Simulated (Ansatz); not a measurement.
CdSe (F-43m) under hydrostatic pressure: electron conductivity mass by r2SCAN with spin-orbit coupling, rigid bands (plane waves, PAW; Ansatz, a first-principles code). The unloaded cell, whose axes the loads refer to:

```cif
data_Cd4Se4
_chemical_formula_sum 'Cd4 Se4'
_space_group_name_H-M_alt 'F-43m'
_space_group_IT_number 216
_space_group_name_Hall 'F -4 2 3'
_cell_length_a 6.13358
_cell_length_b 6.13358
_cell_length_c 6.13358
_cell_angle_alpha 90.000
_cell_angle_beta 90.000
_cell_angle_gamma 90.000
loop_
_atom_site_label
_atom_site_type_symbol
_atom_site_symmetry_multiplicity
_atom_site_Wyckoff_symbol
_atom_site_fract_x
_atom_site_fract_y
_atom_site_fract_z
_atom_site_occupancy
Cd1 Cd 4 a 0.00000 0.00000 0.00000 1
Se1 Se 4 c 0.25000 0.25000 0.25000 1
```
(The calculation used a cell of 2 atoms; values per cell refer to that cell.)

| hydrostatic pressure (GPa) | volume per atom (Å³) | electron conductivity mass (mₑ) |
|---|---|---|
| -2 | 30.10 | 0.0983 |
| 0 | 28.84 | 0.103 |
| 2 | 27.83 | 0.107 |
| 5 | 26.61 | 0.111 |
| 10 | 25.06 | ? |

Q: Fit a straight line to ln(electron conductivity mass) against the load over the rows given, and predict the row at 10 GPa.

A: The means are x̄ = 1.250 GPa and ȳ = -2.2565; Σ(x − x̄)(y − ȳ) = 0.4609 and Σ(x − x̄)² = 26.75, so the slope is 1.72 % per GPa, and the rows given lie within 0.86 % of the line. At 10 GPa the line gives 0.122 mₑ; the calculation gives 0.117 mₑ, 4.1 % from it, so the trend bends or changes character over this range.

Masses are for dilute carriers at 300 K, harmonic means over directions unless an axis is named. Stresses and pressures are the targets of the relaxation. The structure type is held at every load. Geometry: cell and atoms relaxed with r2SCAN.
